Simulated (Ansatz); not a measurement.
**rock-salt TiN (1 1 1) on Si0.75Ge0.25, ordered (1 1 1) (film strained to the substrate, started from cuts of the bulks and a machine-learned relaxation; slabs Ge10Si30 and N28Ti28, which can lie off the formulas)**

A periodic stack without vacuum, rock-salt TiN (1 1 1) on Si0.75Ge0.25, ordered (1 1 1) (film strained to the substrate, started from cuts of the bulks and a machine-learned relaxation; slabs Ge10Si30 and N28Ti28, which can lie off the formulas): substrate slab Ge10Si30, film N28Ti28, surface cells [[0, 1], [-2, 0]] and [[1, -3], [3, -2]], film strained by -1.5 and -1.5 %, outermost planes Si/GeSi and N/Ti as cut, which need not be the usual terminations and can put a slab off its formula.

The start was prepared with a machine-learned potential, and the result is one local minimum, with the in-plane cell held and forces under 0.04 eV/Å; the film can end far from its bulk form.

The numbers are results of PBE (plane waves to 420 eV, PAW; Ansatz, a program for electronic structure), not measurements. No spin–orbit coupling; the runs are not spin-polarised; PBE gaps are too small against experiment. Its k-point mesh 4×4×1, Fermi–Dirac width 0.05 eV.

- interface area = 53.0 Å²
- period = 25.75 Å
- heights between the nearest atoms of the two slabs at the two interfaces = 1.70 and 1.97 Å
- Si–Ti contacts across the interfaces within 1.22 times the sum of covalent radii = 20, mean 2.82 Å
- Ge–Ti contacts across the interfaces within 1.22 times the sum of covalent radii = 6, mean 3.10 Å
- N–Si contacts across the interfaces within 1.22 times the sum of covalent radii = 3, mean 1.80 Å
- Ge–N contacts across the interfaces within 1.22 times the sum of covalent radii = 2, mean 2.03 Å

```
CELL_PARAMETERS angstrom
      7.82435     0.00005     0.02444
      3.91207     6.77600    -0.01673
     -3.66767    -2.08789    25.74324
ATOMIC_POSITIONS crystal
  Ge 0.06939 0.47774 0.08742
  Ge 0.07231 0.93771 0.05853
  Ge 0.43305 0.84174 0.18594
  Ge 0.44744 0.34102 0.18748
  Ge 0.79756 0.21925 0.31566
  Ge 0.80336 0.71667 0.31171
  Ge 0.17884 0.59561 0.44791
  Ge 0.17104 0.08708 0.42989
  Ge 0.50557 0.94706 0.55800
  Ge 0.57825 0.46358 0.55726
  Si 0.58297 0.47609 0.05462
  Si 0.53318 0.98645 0.05573
  Si 0.71819 0.13209 0.04206
  Si 0.76328 0.65040 0.04050
  Si 0.24853 0.56094 0.04064
  Si 0.16760 0.16961 0.04062
  Si 0.91950 0.85617 0.18879
  Si 0.92879 0.33476 0.18915
  Si 0.09207 0.50820 0.17700
  Si 0.08711 0.99346 0.15525
  Si 0.58309 0.00078 0.15088
  Si 0.59838 0.49957 0.15032
  Si 0.30042 0.21911 0.31098
  Si 0.30026 0.71739 0.31101
  Si 0.45584 0.87619 0.28127
  Si 0.45935 0.37570 0.28142
  Si 0.95878 0.36735 0.28171
  Si 0.95738 0.87986 0.28106
  Si 0.67529 0.59506 0.43313
  Si 0.66294 0.08976 0.43688
  Si 0.82003 0.25058 0.40830
  Si 0.83978 0.74734 0.40613
  Si 0.33149 0.73665 0.40405
  Si 0.32595 0.25923 0.40401
  Si 0.00546 0.99304 0.56187
  Si 0.07172 0.43977 0.56236
  Si 0.22089 0.64181 0.56230
  Si 0.17178 0.11862 0.52189
  Si 0.67271 0.11816 0.53023
  Si 0.73401 0.61412 0.52453
  N  0.26589 0.66617 0.63297
  N  0.84272 0.80813 0.63452
  N  0.42354 0.95040 0.62842
  N  0.99014 0.08526 0.62853
  N  0.55500 0.23642 0.63493
  N  0.11686 0.38634 0.62878
  N  0.69106 0.51310 0.62926
  N  0.77446 0.31033 0.72246
  N  0.34204 0.45691 0.72315
  N  0.91283 0.59693 0.72188
  N  0.48860 0.74020 0.72210
  N  0.05885 0.88578 0.72264
  N  0.62927 0.02663 0.72262
  N  0.19988 0.17154 0.72062
  N  0.27627 0.96440 0.81834
  N  0.84814 0.10552 0.81866
  N  0.42011 0.24872 0.81862
  N  0.99074 0.39232 0.81866
  N  0.56421 0.53321 0.81857
  N  0.13285 0.67679 0.81842
  N  0.70572 0.82051 0.81848
  N  0.78251 0.61064 0.91424
  N  0.35267 0.75641 0.91491
  N  0.92152 0.90009 0.91598
  N  0.49715 0.04480 0.91543
  N  0.06813 0.18632 0.91437
  N  0.64202 0.32404 0.91523
  N  0.20712 0.47230 0.91431
  Ti 0.51749 0.48258 0.67260
  Ti 0.08484 0.63801 0.67384
  Ti 0.66566 0.76718 0.66898
  Ti 0.23983 0.91461 0.67373
  Ti 0.80083 0.05604 0.67013
  Ti 0.37715 0.20215 0.67006
  Ti 0.94547 0.34030 0.66875
  Ti 0.02491 0.13650 0.76948
  Ti 0.59482 0.28170 0.77037
  Ti 0.16668 0.41853 0.76915
  Ti 0.73569 0.56990 0.76932
  Ti 0.31175 0.70836 0.77066
  Ti 0.88288 0.85277 0.76997
  Ti 0.45201 0.99598 0.76940
  Ti 0.52780 0.78715 0.86621
  Ti 0.10162 0.93115 0.86685
  Ti 0.67275 0.07372 0.86777
  Ti 0.24466 0.21779 0.86724
  Ti 0.81655 0.35858 0.86698
  Ti 0.38506 0.50462 0.86626
  Ti 0.95694 0.64617 0.86770
  Ti 0.03375 0.43876 0.96384
  Ti 0.60305 0.57691 0.95788
  Ti 0.17334 0.72511 0.95829
  Ti 0.74010 0.86724 0.96263
  Ti 0.32180 0.00778 0.95762
  Ti 0.89698 0.14660 0.96284
  Ti 0.46221 0.30284 0.96213
```
